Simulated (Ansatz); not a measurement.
# SiO2 (I-42d, No. 122, 6 atoms in the cell; start mp-546794; a measured phase of this formula has another space group)

Level of theory: r²SCAN+rVV10 (PAW; Ansatz, a first-principles code).

Settings: plane-wave cutoff 560 eV, 10×10×10 k mesh, Fermi–Dirac smearing 0.01 eV, scalar-relativistic PAW data made under PBE.

Cell (relaxed at this level):

O₂Si has the tetragonal space group I-42d (No. 122), Pearson symbol tI12. Cell: a = b = 4.867 Å, c = 7.296 Å, α = β = γ = 90.00°. Si on 4a has 4 O at 1.613 Å (tetrahedral). O on 8d sees 2 Si at 1.613 Å (bent). (Neighbours: up to the widest gap in distance over summed covalent radii, below 1.35, at either atom.)
(The calculation used a cell of 6 atoms; values per cell refer to that cell.)

```json
{
 "band_gap": "6.56 eV (direct)"
}
```

Static lattice: no zero-point or thermal effects.

A start named mp-… is a Materials Project structure, which need not be a measured phase.
